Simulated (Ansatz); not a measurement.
Base system: WSi2 (space group I4/mmm, No. 139).

```yaml
crystal:
  lattice:
    - [-1.61460, 1.61460, 3.93363]
    - [1.61460, -1.61460, 3.93363]
    - [1.61460, 1.61460, -3.93363]
  atoms:
    - { symbol: W, position: [0.00000, 0.00000, 0.00000] }
    - { symbol: Si, position: [0.33458, 0.33458, 0.00000] }
    - { symbol: Si, position: [0.66542, 0.66542, 0.00000] }
```

Computed with PBE (Ansatz, a quantum-chemistry and plane-wave program), spin-orbit coupling left out.

Base values:

- Lattice parameter a: 3.229 Å
- c/a ratio: 2.436

It is then changed as follows: a hydrostatic pressure of 15 GPa.

### Question
How does this affect the lattice parameter a and c/a ratio?

### Answer
The lattice parameter a decreases by 0.069 Å, from 3.229 Å to 3.160 Å; the c/a ratio rises by 0.011 (2.436 → 2.447).

Load acts through the strain it causes; cell and atoms are relaxed under it. Stability against distortions was not tested. No other phases were tried under pressure. All final runs are without spin polarisation.
